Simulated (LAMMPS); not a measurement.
Molecular dynamics of Si (diamond structure), a cell 114 Å long along the (001) normal (4200 atoms) with 68 % of it melted and the whole then held at 1600 K and zero normal pressure.

Method: classical MD, pair style edip, file Si.edip (LAMMPS).

The interface speed (growth positive) is -4.9 ± 0.5 m/s and the direction comes out as the crystal melts back. The cost is about 24 core-minutes (a rough figure).

Potential: file Si.edip of the LAMMPS distribution; its header cites Justo, Bazant, Kaxiras, Bulatov and Yip, Phys Rev B, 58, 2539 (1998).

Errors shown are sampling errors alone.

| t (ps) | crystalline share |
|---|---|
| 0.000 | 0.323 |
| 15.00 | 0.292 |
| 30.00 | 0.282 |
| 45.00 | 0.267 |
| 60.00 | 0.243 |
| 75.00 | 0.220 |
| 90.00 | 0.200 |
| 105.0 | 0.194 |
| 120.0 | 0.180 |
| 135.0 | 0.178 |
| 150.0 | 0.160 |
| 165.0 | 0.158 |
| 180.0 | 0.140 |
| 195.0 | 0.135 |
| 210.0 | 0.124 |
| 225.0 | 0.116 |
| 240.0 | 0.106 |
| 255.0 | 0.078 |
